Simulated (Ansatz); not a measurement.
Input and output of a self-consistent single point for ZnO (P6_3mc, 4 atoms in the cell) (Ansatz, a first-principles code).

Computed with PBE (plane waves, PAW; Ansatz).

The change in words: lattice scaled by 0.98. Reference geometry:
```
ZnO
1.0
    3.16451     0.00000     0.00000
   -1.58225     2.74055     0.00000
    0.00000     0.00000     5.10456
Zn O
2 2
Cartesian
  1.58226   0.91351   2.55529
  0.00000   1.82703   0.00301
  1.58226   0.91351   4.49059
  0.00000   1.82703   1.93831
```

Reference input (self-consistent single point, DFT, PBE, plane waves, default PAW files): basis.ecutwfc = 420 eV; kpoints.mp_grid.grid = 10 10 5; hamiltonian.xc = pbe; hamiltonian.pseudopotentials = {kind: paw} (the program's default PAW files); scf.occupations.method = fixed. This run's input differs from it in these lines:

```diff
@@ -2,5 +2,5 @@
   lattice:
-    - [3.164510, 0.000000, 0.000000]
-    - [-1.582255, 2.740545, 0.000000]
-    - [0.000000, 0.000000, 5.104564]
+    - [3.101220, 0.000000, 0.000000]
+    - [-1.550610, 2.685734, 0.000000]
+    - [0.000000, 0.000000, 5.002473]
   atoms:
```

Log, with long lists cut:

```
SCF iter   1: F=—  HF=-7773.046777 eV  |F-HF|=—  |Δ(HF+E_count)|=         —  Δρ=1.19e-3  dr2=2.49e-4  ethr=1.77e-3  ⟨swp⟩=5.3  Hψ=3843  notcnv=0  defer=77
all-band conjugate gradients solve this SCF's bands
preconditioner: auto → Resta (q_TF=auto, 2.663 Å⁻¹)
SCF iter   2: F=—  HF=-7773.047869 eV  |F-HF|=—  |Δ(HF+E_count)|=   1.09e-3  Δρ=4.90e-4  dr2=3.13e-5  ethr=6.92e-7  ⟨swp⟩=2.5  Hψ=2223  notcnv=0  defer=84
SCF iter   3: F=—  HF=-7773.048114 eV  |F-HF|=—  |Δ(HF+E_count)|=   2.46e-4  Δρ=3.02e-4  dr2=1.63e-5  ethr=8.68e-8  ⟨swp⟩=2.0  Hψ=1604  notcnv=0  defer=24
SCF iter   4: F=—  HF=-7773.048165 eV  |F-HF|=—  |Δ(HF+E_count)|=   5.13e-5  Δρ=1.67e-4  dr2=6.09e-6  ethr=4.54e-8  ⟨swp⟩=2.0  Hψ=1679  notcnv=0  defer=84
SCF iter   5: F=—  HF=-7773.048168 eV  |F-HF|=—  |Δ(HF+E_count)|=   2.98e-6  Δρ=4.22e-5  dr2=5.51e-7  ethr=1.69e-8  ⟨swp⟩=2.0  Hψ=1596  notcnv=0  defer=84
SCF iter   6: F=-7773.048169 eV  HF=-7773.048169 eV  |F-HF|=5.58e-8  |Δ(HF+E_count)|=   2.33e-7  Δρ=1.21e-5  dr2=3.29e-8  ethr=2.78e-10  ⟨swp⟩=5.5  Hψ=5038  notcnv=0
SCF 1 converged in 6 iterations: F = -7773.048169 eV  dr2 = 3.29e-8
Free energy (F): -7773.048169 eV
Internal energy: -7773.048169 eV  (E = F + TS)
E sigma→0 (E₀):  -7773.048169 eV
Fermi energy:    9.401995 eV
--- Forces (eV/Å), atoms counted from 1 ---
  atom   1  Zn    -0.00000000     0.00000000     0.00485559
  atom   2  Zn     0.00000000    -0.00000000     0.00485559
  atom   3  O      0.00000000    -0.00000000    -0.00484164
  atom   4  O      0.00000000     0.00000000    -0.00484164
--- Stress (GPa, compression-positive) ---
       31.542265       0.000000       0.000000
        0.000000      31.542265       0.000000
        0.000000       0.000000      31.454946
  P = ⅓ Tr σ = 31.5132 GPa (315.132 kbar)
  The stress holds the Pulay correction. Without it, at fixed plane waves, as pw.x and ABINIT print it: P = 30.7100 GPa
```

The run converged in 6 iterations. Against the reference run the free energy rises by 98.4 meV/atom, the pressure goes from 17.63 to 31.51 GPa, the largest force goes from 0.001 to 0.005 eV/Å and the gap on the mesh goes from 0.896 to 0.977 eV.

The starting cell comes from a database of computed structures (which also holds hypothetical and non-ambient phases and stackings), without a prior relaxation at this level. Its lattice was rescaled by a random factor within 2.5 % of one. For this run, on top of that: lattice scaled by 0.98. With a pressure of about 32 GPa the cell is away from its equilibrium volume at this level. Ansatz's pressure includes its estimate of the finite-basis (Pulay) stress. Without the estimate this run gives 30.71 GPa.

Keys are those of Ansatz 0.2.
